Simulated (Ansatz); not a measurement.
Reference: monolayer MoS$_{2}$, HSE06, rigid bands (plane waves, PAW, scalar-relativistic; Ansatz, a first-principles code); geometry: cell and atoms relaxed with PBE.

```cif
data_MoS2
_chemical_formula_sum 'Mo1 S2'
_space_group_name_H-M_alt 'P 1'
_space_group_IT_number 1
_cell_length_a 3.18494
_cell_length_b 3.18494
_cell_length_c 19.01227
_cell_angle_alpha 90.000
_cell_angle_beta 90.000
_cell_angle_gamma 120.000
loop_
_space_group_symop_operation_xyz
  'x, y, z'
loop_
_atom_site_label
_atom_site_type_symbol
_atom_site_fract_x
_atom_site_fract_y
_atom_site_fract_z
_atom_site_occupancy
Mo1 Mo 0.66667 0.33333 0.50000 1
S1 S 0.33333 0.66667 0.41781 1
S2 S 0.33333 0.66667 0.58219 1
```

The band gap is 2.13 eV and the electron conductivity mass is 0.41 mₑ.

Problem. Swap Mo for W, keeping the structure type. How do these values move?

Solution. band gap rises (2.13 eV to 2.28 eV); electron conductivity mass falls (0.41 mₑ to 0.29 mₑ).

Moves up to 5 % count as about the same. Masses are for dilute carriers at 300 K, harmonic means over directions unless an axis is named. Spin-orbit coupling is left out.

The missing spin-orbit coupling matters most for monolayer WS2.
